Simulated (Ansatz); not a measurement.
Take PbTe in the rock salt structure (space group Fm-3m, No. 225) as the base.

```
PbTe
1.0
    0.00000     3.28473     3.28473
    3.28473     0.00000     3.28473
    3.28473     3.28473     0.00000
Te Pb
1 1
Direct
  0.50000   0.50000   0.50000
  0.00000   0.00000   0.00000
```

Cartesian axes are those of the cell as printed.

Level of theory: PBE (Ansatz, a quantum-chemistry and plane-wave program), no spin-orbit coupling.

Perturbation: an isotropic linear strain of +2.50 %; the atoms relax in the strained cell.

Q: Predict the stress tensor and what it implies for the stiffness.

A: Stress of the strained cell less that of the base (GPa, compression positive):
```
  -2.41    0.00    0.00
   0.00   -2.41    0.00
   0.00    0.00   -2.41
```

Then B = −ΔP/(ΔV/V₀) with ΔV/V₀ = 0.0769 gives secant stiffness values (nonlinear terms included at this strain): B ≈ 31 GPa.

As a check, the harmonic strain energy −½ V₀ Δσ:ε is 20 meV/atom; the computed energy rise is 22 meV/atom.

Whether these cells are dynamically stable was not tested.
